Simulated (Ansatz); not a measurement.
**BeS (model structure, started from the BN type, Pm-3n, No. 223, 12 atoms in the cell): smallest direct gap on the k points sampled by level of theory**

No measured value is used here.

```tsv
level (code)	value (eV)	cell (Å³/atom)
LDA (Ansatz)	3.17	17.23
PBEsol (Ansatz)	3.30	17.68
r²SCAN (Ansatz)	?	17.96
r²SCAN+rVV10 (Ansatz)	3.62	17.86
HSE06 (Ansatz)	4.36	17.68
```

Complete the blanks.


- r²SCAN (Ansatz, a program for electronic structure), value (eV): 3.73

At these levels the smallest gap is indirect and lower: LDA 2.99, PBEsol 3.13, r²SCAN 3.58, r²SCAN+rVV10 3.47, HSE06 4.19 eV. Computed values are for a static lattice.  Values are at the level's own equilibrium cell; HSE06 at the PBEsol cell. Cutoffs and k meshes differ between the levels. Ansatz's density-functional and Hartree–Fock values are scalar-relativistic unless marked +SOC, with PAW data made under PBE.

A model structure was made by putting elements into a prototype or built by hand; it is no filed structure, need not be a known phase, and can be a saddle point held by its symmetry.
